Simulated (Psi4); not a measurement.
Psi4 1.11, unrestricted PBE/def2-svp: CC(C)[O], charge 0, multiplicity 2, 11 atoms. The geometry is a generated start, not checked to be a minimum at this level.

```yaml
task: energy
method: pbe
basis: def2-svp
memory: 3 GB
maxiter: 100
keys_of_the_molecule_block: symmetry c1
scf_type: df (default)
guess: auto, which took SAD (default)
scf_initial_accelerator: adiis (default)
e_convergence: 1e-06 (default)
d_convergence: 1e-06 (default)
dft_radial_points: 75 (default)
dft_spherical_points: 302 (default)
basis_functions: 91
grid_points: 235093
```

```xyz
11

C     -1.2107    -0.4833     0.1116
C     -0.1114     0.5937    -0.0641
C      1.3069    -0.0192    -0.0394
O     -0.2672     1.6715     0.6669
H     -1.0164    -1.0175     1.0385
H     -1.2022    -1.1884    -0.7140
H     -2.1855    -0.0104     0.1808
H     -0.2494     0.9474    -1.1221
H      1.5315    -0.3188     0.9829
H      1.3580    -0.8879    -0.6888
H      2.0465     0.7129    -0.3523
```

Charge 0 and multiplicity 2 are set for this test and not shown to be the ground state.

One run each on 2 threads. Values of diis_max_vecs tried: 3, 6, 10 (default), 20.

How does the count of SCF iterations change with diis_max_vecs, and where is it least?

Fewest SCF iterations, within one of each other: 6 with 11, 10 (default) with 11, 20 with 11. The count rises to 19 at 3. All converge to one solution.

```json
[
 {"diis_max_vecs": "3", "SCF iterations": "19", "end": "same solution"},
 {"diis_max_vecs": "6", "SCF iterations": "11", "end": "same solution"},
 {"diis_max_vecs": "10 (default)", "SCF iterations": "11", "end": "same solution"},
 {"diis_max_vecs": "20", "SCF iterations": "11", "end": "same solution"}
]
```
